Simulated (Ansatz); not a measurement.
**Pt, response to strain**

Consider Pt in the fcc (Cu type) structure (space group Fm-3m, No. 225; a = 3.9198 Å; relaxed with 0.1 eV smearing). Axes: x, y, z lie along the cube axes.

Strains are applied to the cell and any free atomic positions relax; under biaxial strain the out-of-plane vector relaxes too.

Method: PBEsol/PAW in Ansatz (a first-principles code), spin-orbit coupling left out.

Notes on the quantities. energy relative to the base: free energy F; in-plane stress: mean in-plane stress (compression positive).

| variant | energy relative to the base | out-of-plane strain | in-plane stress |
|---|---|---|---|
| base | 0 meV/atom | – | – |
| biaxial strain −2.00 %, plane normal [001], relaxed out of plane | +11 meV/atom | +2.77 % | +6.3 GPa |
| biaxial strain −1.50 %, plane normal [001], relaxed out of plane | ? | ? | ? |
| biaxial strain −1.00 %, plane normal [001], relaxed out of plane | +2.6 meV/atom | +1.39 % | +2.9 GPa |
| biaxial strain −0.50 %, plane normal [001], relaxed out of plane | +0.6 meV/atom | +0.70 % | +1.4 GPa |
| biaxial strain +0.50 %, plane normal [001], relaxed out of plane | +0.6 meV/atom | -0.70 % | -1.2 GPa |
| biaxial strain +1.00 %, plane normal [001], relaxed out of plane | +2.3 meV/atom | -1.41 % | -2.3 GPa |
| biaxial strain +2.00 %, plane normal [001], relaxed out of plane | +8.4 meV/atom | -2.84 % | -4.2 GPa |
| biaxial strain +2.50 %, plane normal [001], relaxed out of plane | +13 meV/atom | -3.57 % | -4.9 GPa |
| biaxial strain +3.00 %, plane normal [001], relaxed out of plane | +17 meV/atom | -4.31 % | -5.5 GPa |

### Question
Fill in the withheld entries from the trend.

### Answer

- biaxial strain −1.50 %, plane normal [001], relaxed out of plane, energy relative to the base: +6.1 meV/atom
- biaxial strain −1.50 %, plane normal [001], relaxed out of plane, out-of-plane strain: +2.08 %
- biaxial strain −1.50 %, plane normal [001], relaxed out of plane, in-plane stress: +4.5 GPa

No phonon test of stability was made. The final runs are not spin-polarised.
